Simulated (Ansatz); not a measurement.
For rock salt MgSe at 1000 K, the quasi-harmonic free energy with LDA in Ansatz (an electronic-structure program) gives a volume expansion coefficient α_V = 89.58 × 10⁻⁶ K⁻¹, an isothermal bulk modulus B_T = 44.0 GPa, a molar volume V_m = 25.199 cm³/mol and C_V = 49.67 J/(mol K). 

Problem. Work out the Grüneisen parameter, C_P and the adiabatic bulk modulus.

Solution. γ = α_V B_T V_m / C_V = 2.00. C_P − C_V = α_V² B_T V_m T = 8.89 J/(mol K), so C_P = 58.56 J/(mol K). B_S = B_T C_P/C_V = B_T (1 + α_V γ T) = 51.8 GPa.

The PAW data sets were generated under PBE and serve the other functionals too.
